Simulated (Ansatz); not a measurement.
**Cu2O: pressure series**

Base system: Cu2O (space group Pn-3m, No. 224; a = 4.298 Å).

Cell and atoms are relaxed at each pressure.

Level of theory: PBE (Ansatz, a first-principles code; PAW; 420 eV plane waves; without spin-orbit coupling).

```
P (GPa)  V (Å³/atom)
-------  -----------
-2.00         13.485
-1.00         13.357
0.29          13.201
0.69          13.155
1.50          13.065
3.00          12.905
5.00          12.708
7.50          12.484
10.00         12.280
```

A third-order Birch–Murnaghan fit to these points gives V₀ = 13.24 Å³/atom, B₀ = 112 GPa and B₀′ = 4.7. At pressure 10 GPa the volume is 92.8 % of V₀.

Measured bulk modulus of Cu2O: 105.7 GPa (0 K or low temperature; as listed in Leila H. N. Rimmer et al., Physical Review B (2014)); the computed value is 6 % above it.

Between the base and pressure 10 GPa the gap moves from 0.48 eV to 0.65 eV, a mean slope of 17 meV/GPa.

Load acts through the strain it causes; cell and atoms are relaxed under it. Stability against distortions was not tested. No other phases were tried under pressure. No Hubbard U is applied. The final runs are not spin-polarised.
